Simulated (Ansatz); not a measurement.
WInN3 (model structure, started from the LiNbO3 type, R3c, No. 161, 10 atoms in the cell), treated with PBEsol (Ansatz, a first-principles code, plane waves, PAW).

Run with plane-wave cutoff 520 eV, 8×8×8 k mesh, Fermi–Dirac smearing 0.01 eV, no spin polarisation, scalar-relativistic PAW data made under PBE.

Cell (relaxed with PBEsol):

InWN$_{3}$ is modelled in the trigonal space group R3c, hexagonal axes (No. 161), Pearson symbol hR10. Cell: a = b = 5.3618 Å, c = 14.4162 Å, α = β = 90.00°, γ = 120.00°. In on 6a has 3 N at 2.192 Å and 3 N at 2.366 Å. W on 6a is coordinated by 3 N at 1.868 Å and 3 N at 2.281 Å. N on 18b sees 1 W at 1.868 Å and 1 W at 2.281 Å and 1 In at 2.192 Å and 1 In at 2.366 Å. (Neighbours: up to the widest gap in distance over summed covalent radii, below 1.35, at either atom; cation-cation and far metal-metal contacts left out.)
(The calculation used a cell of 10 atoms; values per cell refer to that cell.)

What does this level give for the band gap, smallest direct gap on the k points sampled and direct gap at Γ?


- band gap = 1.45 eV
- smallest direct gap on the k points sampled = 1.97 eV
- direct gap at Γ = 2.04 eV

Note: the relaxation could raise the start's symmetry but not lower it, so the cell can be a saddle point.

Spin–orbit coupling is not included.

Computed values are for the static lattice.

Computing time: very roughly 70 core-seconds.

A model structure was made by putting elements into a prototype or built by hand; it is no filed structure, need not be a known phase, and can be a saddle point held by its symmetry.
